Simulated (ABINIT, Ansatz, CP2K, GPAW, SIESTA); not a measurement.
ZrCrW (Imma, 6 atoms in the cell) computed with different codes at matched settings

Self-consistent single point.

```yaml
crystal:
  lattice:
    - [-2.60085, 2.66597, 3.68561]
    - [2.60085, -2.66597, 3.68561]
    - [2.60085, 2.66597, -3.68561]
  atoms:
    - { symbol: Zr, position: [0.37314, 0.12314, 0.25000] }
    - { symbol: Zr, position: [0.62686, 0.87686, 0.75000] }
    - { symbol: Cr, position: [0.00000, 0.50000, 0.00000] }
    - { symbol: Cr, position: [0.00000, 0.00000, 0.50000] }
    - { symbol: W, position: [0.50000, 0.50000, 0.00000] }
    - { symbol: W, position: [0.00000, 0.50000, 0.50000] }
```

Shared settings, as Ansatz (a first-principles code) writes them: kpoints.mp_grid.grid = 4 4 4; scf.occupations.method = fermi_dirac; scf.occupations.width = 0.136 eV. Potentials and cutoffs stand in the table.

```csv
code,model,pressure (GPa),largest force (eV/Å),cutoff
Ansatz,"PBEsol, PAW files made with PBE",-7.61,0.007,default
CP2K,"PBEsol, GPW, DZVP-MOLOPT-SR-GTH basis, GTH-PBE potentials (GTH_POTENTIALS)",-7.81,0.009,grid 600 Ry
GPAW,"PBEsol, GPAW PAW datasets PBEsol (made by gpaw-setup)",-7.83,0.013,850 eV
ABINIT,"PBEsol, PAW (JTH v2.0 PBE PAW, files made for PBE)",-7.61,0.004,30 Ha
SIESTA,"GGA PBEsol, numerical atomic orbitals TZP, PseudoDojo PBEsol standard norm-conserving potentials (rewritten from UPF to PSML)",-9.69,0.009,grid 350 Ry
```

On Ansatz's run: spin-orbit coupling is off. Spin polarisation is off.

The spread over the programs that give each value: pressure within 2.08 GPa; largest force within 0.009 eV/Å.

CP2K and SIESTA use small atom-centred bases, whose incompleteness enters pressures, forces and empty levels differently from a plane-wave cutoff. Ansatz's pressure is given at a fixed set of plane waves, as the other plane-wave codes print theirs; with its correction for the finite basis it is -7.57 GPa. In the pressure, SIESTA (by 2.08) lies more than 1 GPa from the median of the plane-wave programs.

The starting cell comes from a database of computed structures (which also holds hypothetical and non-ambient phases and stackings), without a prior relaxation at this level.

Left out of this page: Elk (not drawn, or without a comparable value).

Keys are those of Ansatz 0.2.
